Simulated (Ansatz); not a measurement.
Consider interstitial F in bcc Mo, neutral cell. The step: a direct jump of one F atom; the atom moves 1.19 Å along (-0.27, 0.27, 0.00) of the unit cell; the moving atom starts with neighbours 2 Mo at 2.03, 2 Mo at 2.05 Å and ends with 2 Mo at 2.03, 2 Mo at 2.05 Å. A PBE band in Ansatz (plane-wave PAW, a 2×2×3 k-point mesh shifted by half a step, 36 host sites, 142 SCF runs with any check of the saddle's order, static, no finite-size correction) gives a forward barrier of 0.38 eV. The saddle point's order was not checked, and it lies on a symmetry element of the cell, where a band can be held. Sites that were not tried may lie lower.

Single points at the band's start and saddle point can refine it. Rough cost of one point, in units of the band's mean SCF on the same machine:

| Level | Cost of one point |
|---|---|
| PBE, a 3×3×5 k-point mesh shifted by half a step | about 4 |
| r2SCAN at 500 eV, a 2×2×3 k-point mesh shifted by half a step | about 3 |

Task: Which of these move the barrier by more than 0.1 eV, and how far does each move it?

Result: Not one does. PBE, a 3×3×5 k-point mesh shifted by half a step: +0.01 eV; r2SCAN at 500 eV, a 2×2×3 k-point mesh shifted by half a step: +0.03 eV. Each functional is compared with PBE at the same k-points.

Ansatz is an electronic-structure program.
